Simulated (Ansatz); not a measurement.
Start from MgS in the rock salt structure (space group Fm-3m, No. 225; a = 5.1820 Å). Axes: x, y, z lie along the cube axes.

Method: Ansatz (a program for electronic structure) PBEsol, no SOC.

Strains are applied to the cell and any free atomic positions relax.

One change was made to it. Results:

The pressure (mean of the normal stresses, compression positive) is nearly the same (0.00 GPa against 0.02 GPa); the band gap falls by 0.21 eV to 2.52 eV; the valence-band top at Γ (three highest levels, from the VBM) becomes 0.00, -0.17, -0.32 eV (base: 0.00, 0.00, 0.00 eV); the smallest direct gap decreases by 0.18 eV to 3.51 eV; the energy grows by 3.4 meV/atom.

Problem. Which change produced these results?
A. tensor shear ε_xy = +1.14 %
B. tensor shear ε_xy = +0.86 %
C. tensor shear ε_xy = +1.43 %
D. tensor shear ε_xy = +1.71 %

Solution. D, tensor shear ε_xy = +1.71 %. For comparison, the band gap in the other runs: tensor shear ε_xy = +1.43 % gives 2.56 eV; tensor shear ε_xy = +1.14 % gives 2.60 eV; tensor shear ε_xy = +0.86 % gives 2.63 eV.

No phonon test of stability was made.
